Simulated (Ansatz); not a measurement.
Where the default PAW files enter, the runs use the earlier of Ansatz's two default sets.

By PBEsol, the system below comes out a metal.

Given:

```
CELL_PARAMETERS angstrom
      2.86696     0.00000     0.00000
      0.00000     2.86696     0.00000
      0.00000     0.00000     4.14775
ATOMIC_POSITIONS crystal
  Ti 0.50000 0.50000 0.50000
  Al 0.00000 0.00000 0.00000
```

Space group of this cell: P4/mmm. The cell is strained (all lengths scaled by 1.02); by PBEsol its mean pressure is -8.0 GPa.

The current flows along the normal of the first two printed cell vectors, the (001) plane of the conventional cell. No spin-orbit coupling; the value is a mean over 0.1 eV about the Fermi level.

Problem. Compute, with PBEsol (Ansatz, an electronic-structure program), the ballistic conductance per area.

Solution. 0.67 × 10¹⁵ S/m² for both spins.
